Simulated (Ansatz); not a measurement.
Seebeck coefficient (μV/K, mean over directions) of n-type monolayer As against carrier density, PBE, rigid bands in Ansatz (a quantum-chemistry and plane-wave program). Computed gap 1.62 eV; densities at which minority carriers matter at this gap, or further valleys turn the trend, are left out. Conductivity mass 0.23 mₑ (harmonic mean over directions), N_c = 1.8e13 cm⁻² at 300 K.

```tsv
electron density	300 K	500 K	800 K
1.7e10 cm⁻²	-770	-815	-858
1.7e11 cm⁻²	-571	-616	-660
5.2e11 cm⁻²	-477	-522	(withheld)
1.7e12 cm⁻²	-373	-418	-461
5.2e12 cm⁻²	-278	-323	-367
1.7e13 cm⁻²	-176	(withheld)	-263
5.2e13 cm⁻²	-90	-130	-171
1.7e14 cm⁻²	-31	(withheld)	-84
```

Question: What belongs in the gaps?

Answer: 
- 5.2e11 cm⁻², 800 K: -565
- 1.7e13 cm⁻², 500 K: -220
- 1.7e14 cm⁻², 500 K: -54

Rigid bands with a gap fixed in temperature, one relaxation time for all states, no polarons or phonon drag, and whether or not such doping can be reached. Spin-orbit coupling is left out.
